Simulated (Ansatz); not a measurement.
Take InSb in the zinc blende structure (space group F-43m, No. 216) as the base.

```yaml
crystal:
  lattice:
    - [0.00000, 3.25944, 3.25944]
    - [3.25944, 0.00000, 3.25944]
    - [3.25944, 3.25944, 0.00000]
  atoms:
    - { symbol: In, position: [0.00000, 0.00000, 0.00000] }
    - { symbol: Sb, position: [0.25000, 0.25000, 0.25000] }
```

Cartesian axes are those of the cell as printed.

Computed with PBEsol (Ansatz, a program for electronic structure; PAW; 420 eV plane waves; no SOC).

Strains are applied to the cell and any free atomic positions relax; under biaxial strain the out-of-plane vector relaxes too.

One change was made to it. Results:

```csv
quantity,base,after
energy relative to the base (free energy F),0 meV/atom,+5.3 meV/atom
volume per atom,34.63 Å³,33.98 Å³
"pressure (mean of the normal stresses, compression positive)",0.0 GPa,0.8 GPa
```

Task: Which of these changes matches the shifts?
A. biaxial strain −1.50 %, plane normal [001], relaxed out of plane
B. biaxial strain −2.00 %, plane normal [001], relaxed out of plane
C. biaxial strain −1.00 %, plane normal [001], relaxed out of plane
D. biaxial strain −0.50 %, plane normal [001], relaxed out of plane

Result: B, biaxial strain −2.00 %, plane normal [001], relaxed out of plane. For comparison, the energy relative to the base in the other runs: biaxial strain −1.00 %, plane normal [001], relaxed out of plane gives +1.3 meV/atom; biaxial strain −0.50 %, plane normal [001], relaxed out of plane gives +0.3 meV/atom; biaxial strain −1.50 %, plane normal [001], relaxed out of plane gives +2.9 meV/atom.

No phonon test of stability was made. The final runs are not spin-polarised.
